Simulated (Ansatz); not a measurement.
Take ZnO in the wurtzite structure (space group P6_3mc, No. 186; a = 3.187 Å, c = 5.153 Å) as the base. Axes: x lies along a and z along c of the hexagonal cell.

Level of theory: Kohn–Sham DFT with the LDA functional, run in Ansatz (a quantum-chemistry and plane-wave program) with PAW and 420 eV plane waves, no spin-orbit coupling.

Modification: an isotropic linear strain of +2.40 %, atoms relaxed at fixed cell.

Problem. Predict the stress tensor and what it implies for the stiffness.

Solution. Stress of the strained cell less that of the base (GPa, compression positive):
```
  -9.79    0.00    0.00
   0.00   -9.79    0.00
   0.00    0.00   -9.75
```

Then B = −ΔP/(ΔV/V₀) with ΔV/V₀ = 0.0737 gives secant stiffness values (nonlinear terms included at this strain): B (at held cell shape, above the free-shape value) ≈ 133 GPa.

As a check, the harmonic strain energy −½ V₀ Δσ:ε is 25 meV/atom; the computed energy rise is 27 meV/atom.

No phonon test of stability was made.
